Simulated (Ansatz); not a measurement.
**HgS under a change: x(Au) = 0.25, 8 atoms, I4/mmm**

Start from HgS in the rock salt structure (space group Fm-3m, No. 225; a = 5.4516 Å; a model cell, its experimental status unchecked).

The other end (x = 1) is AuS in the rock salt structure (space group Fm-3m, No. 225; a hypothetical phase, not in the database extracts checked): 17.33 Å³/atom, gap zero; this end may not be an ambient phase.

It is then changed as follows: Au replaces 25.0 % of the Hg, ordered in a cell of 8 atoms (starting symmetry I4/mmm) and fully relaxed.

Computed with PBEsol (Ansatz, a quantum-chemistry and plane-wave program, PAW, spin-orbit coupling left out), earlier PAW set. Γ-centred 12×12×12 mesh, Fermi–Dirac width 0.05 eV, for the changed cell.

| quantity | base | changed | shift |
|---|---|---|---|
| density | 9.54 g/cm³ | 9.65 g/cm³ | +0.11 g/cm³ |
| shortest interatomic distance | 2.726 Å | 2.387 Å | -0.339 Å |
| band gap | zero | zero | – |
| mixing energy (to 0.01 eV only: unlike meshes or grids) (against an end that may be hypothetical) | – | -0.02 eV/atom | – |
| deviation of the volume from the linear (Vegard-type) interpolation | – | +2.1 % | – |

Final structure:

```xyz
8
Lattice="-2.6777 2.6777 5.5609 2.6777 -2.6777 5.5609 2.6777 2.6777 -5.5609" Properties=species:S:1:pos:R:3 pbc="T T T"
S      0.0000     0.0000     8.7352
S      0.0000     0.0000     2.3867
S      2.6777     0.0000     0.0000
S      0.0000     2.6777     0.0000
Hg     0.0000     0.0000     5.5609
Au     0.0000     0.0000     0.0000
Hg     0.0000     2.6777     2.7805
Hg     2.6777     0.0000     2.7805
```

These are small ordered cells, not random alloys; other orderings at the same x differ. Whether these cells are dynamically stable was not tested. The final runs are not spin-polarised. An odd electron count without spin: Hg3AuS4 and AuS. This is not the structure that HgS has at room temperature and ambient pressure.
